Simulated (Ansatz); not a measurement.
Bi4Ge3O12 (I-43d, No. 220) was calculated with PBEsol-D3(BJ) (plane waves, PAW; Ansatz, a quantum-chemistry and plane-wave program).

The input as run:

Ansatz 0.2 input:
```yaml
crystal:
  lattice:
    - [-5.1930884549, 5.1930884549, 5.1930884549]
    - [5.1930884549, -5.1930884549, 5.1930884549]
    - [5.1930884549, 5.1930884549, -5.1930884549]
  atoms:
    - { symbol: Ge, position: [0.25, 0.625, 0.375] }
    - { symbol: Ge, position: [0.375, 0.25, 0.625] }
    - { symbol: Ge, position: [0.75, 0.875, 0.125] }
    - { symbol: Ge, position: [0.125, 0.75, 0.875] }
    - { symbol: Ge, position: [0.625, 0.375, 0.25] }
    - { symbol: Ge, position: [0.875, 0.125, 0.75] }
    - { symbol: Bi, position: [0.1652755831, 0.1652755831, 0.1652755831] }
    - { symbol: Bi, position: [0.8347244169, 0.5, 0.0] }
    - { symbol: Bi, position: [0.5, 0.0, 0.3347244169] }
    - { symbol: Bi, position: [0.0, 0.8347244169, 0.5] }
    - { symbol: Bi, position: [0.3347244169, 0.5, 0.0] }
    - { symbol: Bi, position: [0.5, 0.0, 0.8347244169] }
    - { symbol: Bi, position: [0.0, 0.3347244169, 0.5] }
    - { symbol: Bi, position: [0.6652755831, 0.6652755831, 0.6652755831] }
    - { symbol: O, position: [0.4141179367, 0.3651440055, 0.1989349515] }
    - { symbol: O, position: [0.6348559945, 0.3337909459, 0.0489739312] }
    - { symbol: O, position: [0.6662090541, 0.2151829852, 0.3010650485] }
    - { symbol: O, position: [0.7848170148, 0.5858820633, 0.4510260688] }
    - { symbol: O, position: [0.0858820633, 0.2848170148, 0.9510260688] }
    - { symbol: O, position: [0.7151829852, 0.1662090541, 0.8010650485] }
    - { symbol: O, position: [0.8337909459, 0.1348559945, 0.5489739312] }
    - { symbol: O, position: [0.8651440055, 0.9141179367, 0.6989349515] }
    - { symbol: O, position: [0.1989349515, 0.4141179367, 0.3651440055] }
    - { symbol: O, position: [0.5858820633, 0.4510260688, 0.7848170148] }
    - { symbol: O, position: [0.5489739312, 0.8337909459, 0.1348559945] }
    - { symbol: O, position: [0.1662090541, 0.8010650485, 0.7151829852] }
    - { symbol: O, position: [0.3010650485, 0.6662090541, 0.2151829852] }
    - { symbol: O, position: [0.3337909459, 0.0489739312, 0.6348559945] }
    - { symbol: O, position: [0.9510260688, 0.0858820633, 0.2848170148] }
    - { symbol: O, position: [0.9141179367, 0.6989349515, 0.8651440055] }
    - { symbol: O, position: [0.3651440055, 0.1989349515, 0.4141179367] }
    - { symbol: O, position: [0.1348559945, 0.5489739312, 0.8337909459] }
    - { symbol: O, position: [0.4510260688, 0.7848170148, 0.5858820633] }
    - { symbol: O, position: [0.2151829852, 0.3010650485, 0.6662090541] }
    - { symbol: O, position: [0.6989349515, 0.8651440055, 0.9141179367] }
    - { symbol: O, position: [0.2848170148, 0.9510260688, 0.0858820633] }
    - { symbol: O, position: [0.0489739312, 0.6348559945, 0.3337909459] }
    - { symbol: O, position: [0.8010650485, 0.7151829852, 0.1662090541] }
basis:
  ecutwfc: 520
  ecutrho_ratio: 4
  xc_grid: 2
kpoints:
  mp_grid: { grid: [6, 6, 6] }
  band_path:
    path:
      - [0.0, 0.0, 0.0]
      - [0.1, -0.1, 0.1]
      - [0.2, -0.2, 0.2]
      - [0.3, -0.3, 0.3]
      - [0.4, -0.4, 0.4]
      - [0.5, -0.5, 0.5]
      - [0.333333, -0.333333, 0.5]
      - [0.166667, -0.166667, 0.5]
      - [0.0, 0.0, 0.5]
      - [0.0, 0.0, 0.333333]
      - [0.0, 0.0, 0.166667]
      - [0.0625, 0.0625, 0.0625]
      - [0.125, 0.125, 0.125]
      - [0.1875, 0.1875, 0.1875]
      - [0.25, 0.25, 0.25]
      - [0.3125, 0.0625, 0.3125]
      - [0.375, -0.125, 0.375]
      - [0.4375, -0.3125, 0.4375]
      - [0.125, 0.125, 0.375]
    npoints: 1
hamiltonian:
  xc: pbesol
  dispersion: d3bj
  pseudopotentials: { kind: paw }
scf:
  occupations: { method: fermi_dirac, width: 0.01 }
  convergence: { dr2_threshold: 0.0000000038 }
output:
  forces: true
  stress: true
  eigenvalues: true
  write_bands: true
```

The run printed, among other lines:

```
Crystal: 38 atoms, lattice volume = 560.192 Å³
Basis set: ecut = 520 eV, 14963 PW (Γ), exchange–correlation on 144×144×144 points (8 copies of the dense FFT grid, shifted against one another)
Bands: 212, of which v1, the nominal top of the filled ones, is band 174 counted from 1 (173 counted from 0)
Symmetry: 24 space group operations
Space group: I-43d (ITA 220), of the structure as read, at distance tolerance 8.2e-5 Å
k-points: 16 of 216 (time reversal used)
Functional: x = pbesol(κ = 0.804, μ = 0.12345679012345678), c = pbesol(β = 0.046)
SCF iter   1: F=—  HF=-136921.135424 eV  |F-HF|=—  |Δ(HF+E_count)|=         —  Δρ=1.39e-2  dr2=9.28e-1
SCF iter   2: F=—  HF=-136920.909844 eV  |F-HF|=—  |Δ(HF+E_count)|=   2.26e-1  Δρ=3.04e-3  dr2=2.43e-2
  ...
SCF iter   8: F=—  HF=-136920.905932 eV  |F-HF|=—  |Δ(HF+E_count)|=   2.59e-7  Δρ=1.34e-6  dr2=1.77e-8
SCF iter   9: F=-136920.905932 eV  HF=-136920.905932 eV  |F-HF|=2.04e-9  |Δ(HF+E_count)|=   3.85e-8  Δρ=3.28e-7  dr2=1.04e-9
SCF 1 converged in 9 iterations: F = -136920.905932 eV  dr2 = 1.04e-9
SCF converged after 9 iterations
Free energy (F): -136920.905932 eV
  ...
  atom  14  Bi    -0.00133360    -0.00133360    -0.00133360
  atom  15  O     -0.00115011     0.00295781     0.00228423
  atom  16  O      0.00295781     0.00115011    -0.00228423
  atom  17  O      0.00115011    -0.00295781     0.00228423
  atom  18  O     -0.00295781    -0.00115011    -0.00228423
  atom  19  O     -0.00115011    -0.00295781    -0.00228423
  atom  20  O     -0.00295781     0.00115011     0.00228423
  atom  21  O      0.00115011     0.00295781    -0.00228423
  atom  22  O      0.00295781    -0.00115011     0.00228423
  atom  23  O      0.00228423    -0.00115011     0.00295781
  atom  24  O     -0.00115011    -0.00228423    -0.00295781
  atom  25  O     -0.00228423     0.00115011     0.00295781
  atom  26  O      0.00115011     0.00228423    -0.00295781
  atom  27  O      0.00228423     0.00115011    -0.00295781
  atom  28  O      0.00115011    -0.00228423     0.00295781
  atom  29  O     -0.00228423    -0.00115011    -0.00295781
  atom  30  O     -0.00115011     0.00228423     0.00295781
  atom  31  O      0.00295781     0.00228423    -0.00115011
  atom  32  O      0.00295781    -0.00228423     0.00115011
  atom  33  O     -0.00228423    -0.00295781    -0.00115011
  atom  34  O     -0.00295781     0.00228423     0.00115011
  atom  35  O      0.00228423     0.00295781    -0.00115011
  atom  36  O     -0.00295781    -0.00228423    -0.00115011
  atom  37  O     -0.00228423     0.00295781     0.00115011
  atom  38  O      0.00228423    -0.00295781     0.00115011
--- Stress (GPa, compression-positive) ---
       -0.002058       0.000000      -0.000000
       -0.000000      -0.002058       0.000000
       -0.000000       0.000000      -0.002058
  P = ⅓ Tr σ = -0.0021 GPa (-0.021 kbar)
```

The PAW data were made under PBE.

Computing time: about 6 core-minutes (a rough figure).
